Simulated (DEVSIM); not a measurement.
Device: In0.49Ga0.51P/GaAs n-p heterojunction, at 300 K.

Layer 1 from the left is In0.49Ga0.51P, thickness (μm) 0.0660, Nd (cm⁻³) 3.4e16, τn (s) 6.6e-10, τp (s) 6.6e-10. Layer 2 from the left is GaAs, thickness (μm) 1.10, Na (cm⁻³) 2.2e16, τn (s) 6.6e-10, τp (s) 6.6e-10.

Left contact: ohmic. Right contact: ohmic. Voltage is applied to the left contact. Recombination: SRH at mid-gap, radiative. Mobility is μmin + (μ − μmin)/(1 + (N/Nref)^α).

Constants are typed, rounded textbook-type inputs, not results; the design itself was drawn at random and stands for no fabricated device. Values at 300 K.

In0.49Ga0.51P: gap (eV) 1.89, affinity (eV) 4, permittivity 11.8, Nc (cm⁻³) 9e17, Nv (cm⁻³) 1.3e19, μn (cm²/Vs) 1500, μp (cm²/Vs) 80, μn,min 400, μp,min 15, Nref,n 2e16, Nref,p 1.5e17, αn 0.7, αp 0.8, B (cm³/s) 1e-10. GaAs: gap (eV) 1.424, affinity (eV) 4.07, permittivity 12.9, Nc (cm⁻³) 4.7e17, Nv (cm⁻³) 9e18, μn (cm²/Vs) 8500, μp (cm²/Vs) 400, μn,min 500, μp,min 20, Nref,n 6e16, Nref,p 1.5e17, αn 0.39, αp 0.38, B (cm³/s) 2e-10.

DEVSIM, 1D drift-diffusion, Boltzmann statistics, complete ionisation; no tunnelling, impact ionisation, image-force lowering or self-heating. Band offsets follow the typed affinities; no thermionic-emission limit at abrupt steps, no polarisation charge.

### Question
What does the simulation give for the dark forward voltage at 100 A/cm², the dark forward voltage at 1 A/cm²?

### Answer
dark forward voltage at 100 A/cm² 1.090 V; dark forward voltage at 1 A/cm² 0.966 V.
